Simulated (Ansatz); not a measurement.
# NbAs with two functionals, pressure 0.9 GPa

Base system: NbAs (space group I4_1md, No. 109; a = 3.474 Å, c = 11.749 Å).

(Cell as relaxed with PBE.)

Levels (all Ansatz, a quantum-chemistry and plane-wave program, PAW): PBE (420 eV, no spin-orbit coupling); r2SCAN (500 eV, no SOC).

Each level relaxes its own structure.

```
base                      PBE    r2SCAN
-------------------  --------  --------
volume per atom      17.72 Å³  17.59 Å³
lattice parameter a   3.474 Å   3.458 Å
band gap                 zero      zero
```

It is then changed as follows: cell and atoms relaxed at a pressure of 0.9 GPa.

```csv
quantity,PBE,r2SCAN
c/a ratio,3.379,___
lattice parameter a,3.468 Å,___
```

Problem. Predict the r2SCAN column.

Solution. 
- c/a ratio, r2SCAN: 3.399
- lattice parameter a, r2SCAN: 3.453 Å

PBE's c/a ratio lies 0.020 below r2SCAN's; PBE's lattice parameter a lies 0.015 Å above r2SCAN's (0.4 %). Neither level is exact; r2SCAN is the comparison here, not a measurement.

Load acts through the strain it causes; cell and atoms are relaxed under it. Stability against distortions was not tested. The final runs are not spin-polarised. The zero or small gap of NbAs can change with the level of theory.
